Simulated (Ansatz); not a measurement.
Candidates (primitive cells; geometry: relaxed with this functional, without spin-orbit coupling):
A. Pt$_{3}$Zn (Pm-3m), a = b = c = 3.874 Å, α = β = γ = 90.00°
B. Mg$_{2}$La (Fd-3m), a = b = c = 6.136 Å, α = β = γ = 60.00°
C. CuZn (Pm-3m), a = b = c = 2.9072 Å, α = β = γ = 90.00°
D. TaRh₃ (Pm-3m), a = b = c = 3.846 Å, α = β = γ = 90.00°
E. YRh₃B (Pm-3m), a = b = c = 4.1495 Å, α = β = γ = 90.00°

Rank these by resistivity at 300 K (lowest first), as PBEsol, DFPT electron-phonon coupling, linearised Boltzmann equation (Ansatz, a program for electronic structure) gives it.

C (4.4 μΩ·cm), D (8.1 μΩ·cm), A (13.7 μΩ·cm), E (21 μΩ·cm), B (65 μΩ·cm)

Metals; harmonic phonons alone scatter; means over directions. Halving the electron mesh moves these values by up to 7 %; q meshes are mostly untested. Some of the runs warned that the eigensolver left states short of its tolerance. Spin-orbit coupling is left out.

Formula and space group known from diffraction (Crystallography Open Database), not checked to be the room-temperature form: Mg2La (Fd-3m), Pt3Zn (Pm-3m), TaRh3 (Pm-3m), YRh3B (Pm-3m). The missing spin-orbit coupling matters most for Pt3Zn (Pm-3m), TaRh3 (Pm-3m).
